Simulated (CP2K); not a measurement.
A self-consistent single point of Sb2Pt (Pa-3, 24 atoms in the cell) with CP2K.

Computed with PBEsol, GPW, DZVP-MOLOPT-SR-GTH basis, GTH-PBE potentials (GTH_POTENTIALS) (CP2K).

The change in words: 1 x 2 x 1 supercell, mesh divided and rounded up; ADDED_MOS: 18 → 35; KPOINTS/SCHEME: MACDONALD 3 3 3 0.1666666667 0.1666666667 0.1666666667 → MACDONALD 3 2 3 0.1666666667 0 0.1666666667. Reference geometry:
```
CELL_PARAMETERS angstrom
      6.49977     0.00000     0.00000
      0.00000     6.49977     0.00000
      0.00000     0.00000     6.49977
ATOMIC_POSITIONS crystal
  Sb 0.37525 0.12475 0.87525
  Sb 0.62475 0.87525 0.12475
  Sb 0.12475 0.87525 0.37525
  Sb 0.87525 0.12475 0.62475
  Sb 0.87525 0.37525 0.12475
  Sb 0.12475 0.62475 0.87525
  Sb 0.62475 0.62475 0.62475
  Sb 0.37525 0.37525 0.37525
  Pt 0.00000 0.50000 0.50000
  Pt 0.50000 0.50000 0.00000
  Pt 0.50000 0.00000 0.50000
  Pt 0.00000 0.00000 0.00000
```

Reference input (self-consistent single point, DFT PBEsol, GPW, DZVP-MOLOPT-SR-GTH basis, GTH-PBE potentials (GTH_POTENTIALS)): CUTOFF = 500 Ry; REL_CUTOFF = 60 Ry; SMEAR/METHOD = GAUSSIAN; SIGMA = 0.272 eV; KPOINTS/SCHEME = MACDONALD 3 3 3 0.1666666667 0.1666666667 0.1666666667; XC_FUNCTIONAL = PBE:PBESOL; Sb/BASIS_SET = DZVP-MOLOPT-SR-GTH; Sb/POTENTIAL = GTH-PBE-q5; Pt/BASIS_SET = DZVP-MOLOPT-SR-GTH; Pt/POTENTIAL = GTH-PBE-q18; METHOD = GPW; EPS_DEFAULT = 1e-10. This run's input differs from it in these lines:

```diff
@@ -24,3 +24,3 @@
       MAX_SCF 100
-      ADDED_MOS 18
+      ADDED_MOS 35
       &DIAGONALIZATION
@@ -40,3 +40,3 @@
     &KPOINTS
-      SCHEME MACDONALD 3 3 3 0.1666666667 0.1666666667 0.1666666667
+      SCHEME MACDONALD 3 2 3 0.1666666667 0 0.1666666667
     &END KPOINTS
@@ -67,3 +67,3 @@
       A 6.49977000 0.00000000 0.00000000
-      B 0.00000000 6.49977000 0.00000000
+      B 0.00000000 12.99954000 0.00000000
       C 0.00000000 0.00000000 6.49977000
@@ -73,14 +73,26 @@
       SCALED
-      Sb       0.37525000     0.12475000     0.87525000
-      Sb       0.62475000     0.87525000     0.12475000
-      Sb       0.12475000     0.87525000     0.37525000
-      Sb       0.87525000     0.12475000     0.62475000
-      Sb       0.87525000     0.37525000     0.12475000
-      Sb       0.12475000     0.62475000     0.87525000
-      Sb       0.62475000     0.62475000     0.62475000
-      Sb       0.37525000     0.37525000     0.37525000
-      Pt       0.00000000     0.50000000     0.50000000
-      Pt       0.50000000     0.50000000     0.00000000
+      Sb       0.37525000     0.06237500     0.87525000
+      Sb       0.37525000     0.56237500     0.87525000
+      Sb       0.62475000     0.43762500     0.12475000
+      Sb       0.62475000     0.93762500     0.12475000
+      Sb       0.12475000     0.43762500     0.37525000
+      Sb       0.12475000     0.93762500     0.37525000
+      Sb       0.87525000     0.06237500     0.62475000
+      Sb       0.87525000     0.56237500     0.62475000
+      Sb       0.87525000     0.18762500     0.12475000
+      Sb       0.87525000     0.68762500     0.12475000
+      Sb       0.12475000     0.31237500     0.87525000
+      Sb       0.12475000     0.81237500     0.87525000
+      Sb       0.62475000     0.31237500     0.62475000
+      Sb       0.62475000     0.81237500     0.62475000
+      Sb       0.37525000     0.18762500     0.37525000
+      Sb       0.37525000     0.68762500     0.37525000
+      Pt       0.00000000     0.25000000     0.50000000
+      Pt       0.00000000     0.75000000     0.50000000
+      Pt       0.50000000     0.25000000     0.00000000
+      Pt       0.50000000     0.75000000     0.00000000
       Pt       0.50000000     0.00000000     0.50000000
+      Pt       0.50000000     0.50000000     0.50000000
       Pt       0.00000000     0.00000000     0.00000000
+      Pt       0.00000000     0.50000000     0.00000000
     &END COORD
```

Output, abridged:

```
 SCF WAVEFUNCTION OPTIMIZATION

  Step     Update method      Time    Convergence         Total energy    Change
     1 NoMix/Diag. 0.20E+00      -     0.45870895     -1053.0647650236 -1.05E+03
     2 Broy./Diag. 0.20E+00      -     0.03019323     -1066.6830460046 -1.36E+01
     3 Broy./Diag. 0.20E+00      -     0.06786639     -1058.9590988537  7.72E+00
     4 Broy./Diag. 0.20E+00      -     0.01142600     -1050.1732953283  8.79E+00
     5 Broy./Diag. 0.20E+00      -     0.02377709     -1049.1332927415  1.04E+00
     6 Broy./Diag. 0.20E+00      -     0.00226741     -1049.6807280480 -5.47E-01
   [... lines left out ...]
    11 Broy./Diag. 0.20E+00      -     0.00004054     -1049.3133678220 -4.66E-03
    12 Broy./Diag. 0.20E+00      -     0.00000320     -1049.3133318102  3.60E-05
    13 Broy./Diag. 0.20E+00      -     0.00001028     -1049.3140474178 -7.16E-04
    14 Broy./Diag. 0.20E+00      -     0.00000063     -1049.3143181395 -2.71E-04
    15 Broy./Diag. 0.20E+00      -     0.00000246     -1049.3144115656 -9.34E-05
    16 Broy./Diag. 0.20E+00      -     0.00000018     -1049.3144619201 -5.04E-05
    17 Broy./Diag. 0.20E+00      -     0.00000059     -1049.3144902399 -2.83E-05
    18 Broy./Diag. 0.20E+00      -     0.00000001     -1049.3145000218 -9.78E-06
  *** SCF run converged in    18 steps ***

  Overlap energy of the core charge distribution:               0.00000004595456
  Self energy of the core charge distribution:              -1653.63010684315964
  Core Hamiltonian energy:                                    363.51817257808619
  Hartree energy:                                             356.28672872042364
  Exchange-correlation energy:                               -115.48832332194613
  Smearing free energy correction:                             -0.00097120107726
  Fermi energy:                                                 0.30638521933873

  Total energy:                                             -1049.31450002179031
  Total energy (extrapolated to sigma->0):                  -1049.31401442125161

   [... lines left out ...]

 STRESS| Analytical stress tensor [bar]
 STRESS|                        x                   y                   z
 STRESS|      x        2.00427957514E+04  -2.55681650686E-03   2.58816198759E-03
 STRESS|      y       -2.55681650686E-03   2.10221353599E+04   5.23858583957E-03
 STRESS|      z        2.58816198759E-03   5.23858583957E-03   1.93656134411E+04
 STRESS| 1/3 Trace                                             2.01435148508E+04
```

The run converged in 18 iterations. Against the reference run the free energy rises by 2.4 meV/atom, the pressure stays at 2.01 GPa and the largest force goes from 0.221 to 0.213 eV/Å.

The starting cell comes from a database of computed structures (which also holds hypothetical and non-ambient phases and stackings), without a prior relaxation at this level. Values carry the incompleteness of an atom-centred basis. The potentials were made for another functional than the one used.

Cost on one core of a shared machine: roughly 3 min.
